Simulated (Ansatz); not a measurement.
Consider GaP in the zinc blende structure (space group F-43m, No. 216; a = 5.4513 Å). Axes: x, y, z lie along the cube axes.

Calculations: DFT with r2SCAN, PAW potentials and a 500 eV plane-wave cutoff in Ansatz (a program for electronic structure), spin-orbit coupling left out.

Base values:

| Property | Value |
|---|---|
| Valence-band top at Γ | 0.00, 0.00, 0.00 eV |
| Band gap | 1.85 eV |

The change: tensile biaxial strain of 3.00 % in the plane normal to [001], as in epitaxy on a mismatched substrate; the out-of-plane cell vector and the atoms relax.

Task: How does this affect the energy relative to the base, valence-band top at Γ, out-of-plane strain and band gap?

Result: The energy rises by 16 meV/atom; the valence-band top at Γ (three highest levels, from the VBM) goes from 0.00, 0.00, 0.00 eV to 0.00, -0.30, -0.30 eV; the out-of-plane strain amounts to -2.59 %; the band gap drops by 0.48 eV to 1.37 eV.

No phonon test of stability was made.
